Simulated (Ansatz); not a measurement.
# Effect of B → Be on BN

The parent structure is BN in the zinc blende structure (space group F-43m, No. 216; a = 3.605 Å).

The change: every B is replaced by Be, then cell and atoms are relaxed.

The values are results of PBEsol in Ansatz (plane waves to 420 eV, PAW, without spin-orbit coupling), earlier PAW set, not measurements. Γ-centred 20×20×20 mesh, Fermi–Dirac width 0.05 eV, for the changed cell.

```json
{
 "density": "2.52 g/cm³ (base 3.52 g/cm³)",
 "lattice_parameter_a": "3.929 Å (base 3.605 Å)",
 "shortest_interatomic_distance": "1.701 Å (base 1.561 Å)",
 "band_gap": "zero (base 4.29 eV)"
}
```

Cost of the whole job for the changed cell (relaxation, final SCF and bands): about 30 core-seconds (a rough figure).

No phonon test of stability was made. As relaxed here, BeN is a hypothetical phase, not in the database extracts checked. The final runs are not spin-polarised. An odd electron count without spin: BeN.

Ansatz is a quantum-chemistry and plane-wave program.
